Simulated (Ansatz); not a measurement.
The reference is KTaO$_{3}$ in the cubic perovskite structure (space group Pm-3m, No. 221; a = 4.023 Å).

The values are results of PBE in Ansatz (plane waves to 420 eV, PAW, spin-orbit coupling left out), earlier PAW set, not measurements.

Before the change:

| Quantity | Result |
|---|---|
| Volume per atom | 13.02 Å³ |
| Width of the top valence band | 1.08 eV |

One thing is altered: cell and atoms relaxed at a pressure of 30 GPa.

Question: What happens to the volume per atom?

Answer: The volume per atom shrinks by 1.487 Å³ to 11.54 Å³.

Question: What does the calculation give for the width of the top valence band after the change?

Answer: The width of the top valence band increases by 0.076 eV, from 1.08 eV to 1.15 eV.

With Ta present, leaving out spin-orbit coupling can change the band edges. The levels and masses belong to the bands next to the band gap. Load acts through the strain it causes; cell and atoms are relaxed under it. Stability against distortions was not tested. No other phases were tried under pressure.

Ansatz is an electronic-structure program.
